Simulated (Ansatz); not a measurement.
## AlB2-type ErB₂

Method: LDA (Ansatz, an electronic-structure program, PAW).

Numerical settings: plane-wave cutoff 520 eV, 18×18×14 k mesh (along the axes of the cell as run), Fermi–Dirac smearing 0.05 eV, spin-polarised with parallel moments, scalar-relativistic PAW data made under PBE.

Cell (relaxed at this level):

```
CELL_PARAMETERS angstrom
      3.16923     0.00000     0.00000
     -1.58462     2.74464     0.00000
      0.00000     0.00000     3.76883
ATOMIC_POSITIONS crystal
  B  0.33333 0.66667 0.50000
  B  0.66667 0.33333 0.50000
  Er 0.00000 0.00000 0.00000
```
Starting moments (μB, in the order of the record's atoms B B Er): 0.0 0.0 3.0.

```yaml
band_gap: none
bulk modulus B0: 165 GPa
```

Note: the magnetic order was assumed, not searched for or taken from measurement; the 4f shell is treated without U or exact exchange, so its levels and filling can be wrong; the bulk modulus is −V dP/dV from two relaxed cells at ±2 % in volume; the volume lies 6 % below that of the published cell.

Spin–orbit coupling is not included; it can open a gap where bands touch, and shift volumes and moduli.

Static lattice: no zero-point or thermal effects.
